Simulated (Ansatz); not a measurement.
The starting structures come from a database of crystals and need not be the phases stable at ambient conditions.

Tunnelling through a barrier is set by its complex band structure: the current falls as exp(−2κd) with the smallest κ.

```
CELL_PARAMETERS angstrom
      5.90341     0.02790    -0.03825
     -0.40029     8.21395    -0.04878
      0.40029    -2.87608     3.94265
ATOMIC_POSITIONS crystal
  H  0.50000 0.50000 0.00000
  H  0.00000 0.50000 0.00000
  As 0.75000 0.20938 0.70938
  As 0.25000 0.79062 0.29062
  Pb 0.75000 0.78762 0.78762
  Pb 0.25000 0.21238 0.21238
  O  0.56235 0.36541 0.71043
  O  0.43765 0.63459 0.28957
  O  0.93765 0.36541 0.02040
  O  0.06235 0.63459 0.97960
  O  0.89491 0.07130 0.32246
  O  0.10509 0.92870 0.67754
  O  0.60509 0.07130 0.82014
  O  0.39491 0.92870 0.17986
```

Space group of this cell: P2/c. The cell was relaxed by PBE-D3(BJ); by PBEsol its mean pressure is -2.1 GPa.

Transport runs along the normal of the first two printed cell vectors.

The gap is the functional's own. No spin-orbit coupling. Mid-gap values are interpolated on the energy grid.

Task: Give the band gap and the smallest decay constant κ at mid-gap that Ansatz (a first-principles code) with PBEsol yields.

Result: Gap 2.77 eV on a 6×8×8 mesh; κ = 0.362 1/Å, at (0.500, 0.250) of the in-plane reciprocal vectors. At the zone centre, at the nearest computed energy, the slowest state has κ = 0.41 1/Å.
